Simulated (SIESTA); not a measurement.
Worked example: self-consistent single point of Tc3Ir (P1, 8 atoms in the cell) in SIESTA.

Method of the run: GGA PBEsol, numerical atomic orbitals DZP, PseudoDojo PBEsol standard norm-conserving potentials (rewritten from UPF to PSML) (SIESTA).

The change in words: atoms moved at random. Reference geometry:
```
Tc3Ir
1.0
    5.49573     0.00000     0.00000
   -2.74787     4.75944     0.00000
    0.00000     0.00000     4.34201
Tc Ir
6 2
Direct
  0.83969   0.16031   0.75000
  0.16031   0.83969   0.25000
  0.67938   0.83969   0.25000
  0.32062   0.16031   0.75000
  0.83969   0.67938   0.75000
  0.16031   0.32062   0.25000
  0.66667   0.33333   0.25000
  0.33333   0.66667   0.75000
```

Reference input (self-consistent single point, DFT, GGA PBEsol, numerical atomic orbitals DZP, PseudoDojo PBEsol standard norm-conserving potentials (rewritten from UPF to PSML)): XC.functional = GGA; XC.authors = PBEsol; potentials = PseudoDojo PBEsol standard; PAO.BasisSize = DZP; PAO.EnergyShift = 0.01 Ry; MeshCutoff = 350 Ry; kgrid.MonkhorstPack = 5 5 5; OccupationFunction = FD; ElectronicTemperature = 0.05 eV; MaxSCFIterations = 150; SCF.Mixer.Method = Pulay; SCF.Mixer.Weight = 0.1. This run's input differs from it in these lines:

```diff
@@ -18,10 +18,10 @@
 %block AtomicCoordinatesAndAtomicSpecies
-     4.174199286    0.762986147    3.256507500  1
-    -1.426334286    3.996455853    1.085502500  1
-     1.426334286    3.996455853    1.085502500  1
-     1.321530714    0.762986147    3.256507500  1
-     2.747865000    3.233469706    3.256507500  1
-    -0.000000000    1.525972294    1.085502500  1
-     2.747867748    1.586479080    1.085502500  2
-    -0.000002748    3.172962920    3.256507500  2
+     4.214713807    0.762329344    3.246559955  1
+    -1.426435957    3.991691652    1.075997840  1
+     1.389916831    3.953244879    1.092358534  1
+     1.322113262    0.721369586    3.205970846  1
+     2.789382492    3.243811973    3.218397678  1
+     0.003283699    1.527271622    1.083561622  1
+     2.773835072    1.650645877    1.152022093  2
+    -0.075354702    3.187412586    3.293171432  2
 %endblock AtomicCoordinatesAndAtomicSpecies
```

Output, abridged:

```
        iscf     Eharris(eV)        E_KS(eV)     FreeEng(eV)     dDmax    Ef(eV) dHmax(eV)
   scf:    1   -19770.449227   -20003.128062   -20003.190289  1.336217 -3.755444 38.745522
   scf:    2   -20110.386972   -20087.769136   -20087.821469  0.745905 -3.974088  8.577374
   scf:    3   -20092.695945   -20090.565877   -20090.617399  0.089224 -4.191223  4.493084
   scf:    4   -20095.641486   -20093.708846   -20093.762677  0.300513 -4.869298  1.037979
   scf:    5   -20093.936068   -20093.868972   -20093.922774  0.091121 -5.010918  0.103595
   [... 6 lines left out ...]
   scf:   12   -20093.876938   -20093.876941   -20093.930638  0.000385 -5.020572  0.002159
   scf:   13   -20093.876938   -20093.876940   -20093.930638  0.000059 -5.020663  0.001584
   scf:   14   -20093.876934   -20093.876937   -20093.930638  0.000124 -5.020983  0.000314
   scf:   15   -20093.876936   -20093.876937   -20093.930638  0.000030 -5.021053  0.000170
SCF Convergence by DM+H criterion
max |DM_out - DM_in|         :     0.0000300006
max |H_out - H_in|      (eV) :     0.0001698751
SCF cycle converged after 15 iterations

Using DM_out to compute the final energy and forces

siesta: E_KS(eV) =           -20093.8769

siesta: E_KS - E_eggbox =    -20093.8769

siesta: Atomic forces (eV/Ang):
     1   -1.115954   -0.011541    0.194487
     2    0.165105    0.353882   -0.037075
     3    0.040336    0.595310   -0.092897
     4    0.625502    1.271420    0.777452
     5   -1.112954   -0.593784    0.768667
     6    0.114860    0.152697   -0.062036
     7   -0.229521   -1.289330   -1.118157
     8    1.512893   -0.472636   -0.428346
   Tot    0.000267    0.006019    0.002095
   Max    1.512893
   Res    0.715819    sqrt( Sum f_i^2 / 3N )
   Max    1.512893    constrained

   [... lines left out ...]
siesta: FreeEng =    -20093.930638
   [... lines left out ...]
siesta:     0.030575    0.004435   -0.000798
siesta:     0.004435    0.026454   -0.002990
siesta:    -0.000798   -0.002990    0.020654

siesta: Cell volume =        113.572254 Ang**3

siesta: Pressure (static):
siesta:                Solid            Molecule  Units
siesta:          -0.00028203         -0.00009366  Ry/Bohr**3
siesta:          -0.02589450         -0.00859950  eV/Ang**3
siesta:         -41.48757051        -13.77791191  kBar
```

The run converged in 15 iterations. Against the reference run the free energy goes up by 34.1 meV/atom, the pressure goes from -5.64 to -4.15 GPa and the largest force goes from 0.408 to 1.722 eV/Å.

The starting cell comes from a database of computed structures (which also holds hypothetical and non-ambient phases and stackings), without a prior relaxation at this level. For this run, on top of that: atoms moved at random. Spin polarisation is off. Values carry the incompleteness of an atom-centred basis. With a pressure of about -4 GPa the cell is away from its equilibrium volume at this level. Forces in this geometry exceed 1 eV/Å.

Cost on one core of a shared machine: roughly 80 s.
